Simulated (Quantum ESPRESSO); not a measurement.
A self-consistent single point of Be (P-1, 2 atoms in the cell) with Quantum ESPRESSO.

Method: PBE, SSSP 1.1.2 efficiency (PBE) pseudopotentials (plane waves; Quantum ESPRESSO).

The change in words: lattice scaled by 0.98. Reference geometry:
```yaml
crystal:
  lattice:
    - [2.26478, 0.00000, 0.00000]
    - [-1.13239, 1.96136, 0.00000]
    - [0.00000, 0.00000, 3.57410]
  atoms:
    - { symbol: Be, position: [0.33279, 0.66981, 0.75034] }
    - { symbol: Be, position: [0.66721, 0.33019, 0.24966] }
```

Reference input (self-consistent single point, DFT, PBE, plane waves, SSSP 1.1.2 efficiency (PBE) pseudopotentials): ecutwfc = 40 Ry; ecutrho = 320 Ry; occupations = smearing; smearing = gauss; degauss = 0.019992 Ry; potentials = {Be: be_pbe_v1.4.uspp.F.UPF}; K_POINTS = automatic 13 13 8 0 0 0; conv_thr = 1e-08 Ry. This run's input differs from it in these lines:

```diff
@@ -24,5 +24,5 @@
 CELL_PARAMETERS {angstrom}
-   2.26478000     0.00000000     0.00000000
-  -1.13239000     1.96135700     0.00000000
-   0.00000000     0.00000000     3.57410000
+   2.21948400     0.00000000     0.00000000
+  -1.10974200     1.92213000     0.00000000
+   0.00000000     0.00000000     3.50261800
 ATOMIC_POSITIONS {crystal}
```

The program printed (abridged):

```
     Self-consistent Calculation

     iteration #  1     ecut=    40.00 Ry     beta= 0.70

     Threshold (ethr) on eigenvalues was too large:
     Diagonalizing with lowered threshold

     total energy              =     -56.49073100 Ry
     estimated scf accuracy    <       0.00229179 Ry

     iteration #  2     ecut=    40.00 Ry     beta= 0.70

     total energy              =     -56.49073395 Ry
     estimated scf accuracy    <       0.00015129 Ry

     iteration #  3     ecut=    40.00 Ry     beta= 0.70

     total energy              =     -56.49073802 Ry
     estimated scf accuracy    <       0.00000075 Ry

     iteration #  4     ecut=    40.00 Ry     beta= 0.70

     total energy              =     -56.49073838 Ry
     estimated scf accuracy    <       0.00000004 Ry

     iteration #  5     ecut=    40.00 Ry     beta= 0.70
     End of self-consistent calculation

     Number of k-points >= 100: set verbosity='high' to print the bands.

     the Fermi energy is     9.1429 ev

!    total energy              =     -56.49073839 Ry
     estimated scf accuracy    <          8.7E-11 Ry
     smearing contrib. (-TS)   =      -0.00042423 Ry
     internal energy E=F+TS    =     -56.49031416 Ry

     convergence has been achieved in   5 iterations

     Forces acting on atoms (cartesian axes, Ry/au):

     atom    1 type  1   force =     0.00139836   -0.00186013   -0.00086721
     atom    2 type  1   force =    -0.00139836    0.00186013    0.00086721

     Total force =     0.003512     Total SCF correction =     0.000011

          total   stress  (Ry/bohr**3)                   (kbar)     P=       77.91
   0.00055137   0.00001945  -0.00000023           81.11        2.86       -0.03
   0.00001945   0.00060066   0.00000031            2.86       88.36        0.05
  -0.00000023   0.00000031   0.00043678           -0.03        0.05       64.25

   JOB DONE.
```

The run converged in 5 iterations. Against the reference run the free energy goes up by 12.0 meV/atom, the pressure goes from -0.47 to 7.79 GPa and the largest force goes from 0.059 to 0.064 eV/Å.

The starting cell comes from a database of computed structures (which also holds hypothetical and non-ambient phases and stackings), without a prior relaxation at this level. Its atoms were displaced at random from the sites of space group no. 194. For this run, on top of that: lattice scaled by 0.98. With a pressure of about 8 GPa the cell is away from its equilibrium volume at this level.

Cost on one core of a shared machine: roughly 40 s.
